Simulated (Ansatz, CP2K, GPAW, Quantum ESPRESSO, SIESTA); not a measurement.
## Li₂Pd (P6/mmm, 3 atoms in the cell) computed with different codes at matched settings

Self-consistent single point.

```
Li2Pd
1.0
    4.20512     0.00000     0.00000
   -2.10256     3.64174     0.00000
    0.00000     0.00000     2.67986
Li Pd
2 1
Direct
  0.33333   0.66667   0.50000
  0.66667   0.33333   0.50000
  0.00000   0.00000   0.00000
```

Shared settings, as Ansatz (a program for electronic structure) writes them: kpoints.mp_grid.grid = 9 9 12; scf.occupations.method = fermi_dirac; scf.occupations.width = 0.1 eV. Potentials and cutoffs stand in the table.

```
code                                                                                                                                 model  pressure (GPa)       cutoff
----------------  ------------------------------------------------------------------------------------------------------------------------  --------------  -----------
CP2K                                                  LDA (Pade form), GPW, DZVP-MOLOPT-SR-GTH basis, GTH-PADE potentials (GTH_POTENTIALS)           -3.56  grid 500 Ry
Ansatz                                                                                                 LDA (PW92), PAW files made with PBE           -3.34      default
Quantum ESPRESSO                                                                       LDA (PZ), GBRV 1.5 ultrasoft (LDA) pseudopotentials           -3.28        40 Ry
GPAW                                                                         LDA (Perdew-Wang 92), GPAW PAW datasets LDA (gpaw-data 1.0.1)           -2.67       550 eV
SIESTA            LDA PW92, numerical atomic orbitals TZP, PseudoDojo LDA standard norm-conserving potentials (rewritten from UPF to PSML)           -3.65  grid 300 Ry
```

On Ansatz's run: spin polarisation is off.

The spread over the programs that give each value: pressure within 0.98 GPa.

CP2K and SIESTA use small atom-centred bases, whose incompleteness enters pressures, forces and empty levels differently from a plane-wave cutoff. Ansatz's pressure is given at a fixed set of plane waves, as the other plane-wave codes print theirs. The same LDA comes in different parametrisations, which differ slightly.

The starting cell comes from a database of computed structures (which also holds hypothetical and non-ambient phases and stackings), without a prior relaxation at this level.

Left out of this page: ABINIT (with a known weakness of the program); Elk (not drawn, or without a comparable value).

Keys are those of Ansatz 0.2.
